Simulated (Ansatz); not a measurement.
Take ZnO (space group P4_2/mnm, No. 136; a cell from a computed database, its experimental status unchecked) as the base.

```
ZnO
1.0
    5.51565     0.00000     0.00000
    0.00000     5.51565     0.00000
    0.00000     0.00000     3.24011
Zn O
4 4
Direct
  0.18196   0.18196   0.50000
  0.81804   0.81804   0.50000
  0.31804   0.68196   0.00000
  0.68196   0.31804   0.00000
  0.81809   0.18191   0.50000
  0.18191   0.81809   0.50000
  0.31809   0.31809   0.00000
  0.68191   0.68191   0.00000
```

Computed with PBEsol, PAW, 420 eV (Ansatz, a quantum-chemistry and plane-wave program; no SOC).

For the base:

The valence-band top at Γ is 0.00, -0.20, -0.20 eV and the volume per atom is 12.32 Å³.

Perturbation: every O is replaced by S; the structure is relaxed again.

Tabulated Pauling electronegativity and covalent radius: O 3.44, 0.66 Å; S 2.58, 1.05 Å.

### Question
Estimate the effect on the valence-band top at Γ and volume per atom.

### Answer
The valence-band top at Γ (three highest levels, from the VBM) changes from 0.00, -0.20, -0.20 eV to 0.00, 0.00, -0.01 eV; the volume per atom rises by 7.90 Å³ (12.32 Å³ → 20.22 Å³).

The levels and masses belong to the bands next to the band gap. Whether these cells are dynamically stable was not tested. As relaxed here, ZnS is a hypothetical phase, not in the database extracts checked. This is not the structure that ZnO has at room temperature and ambient pressure.
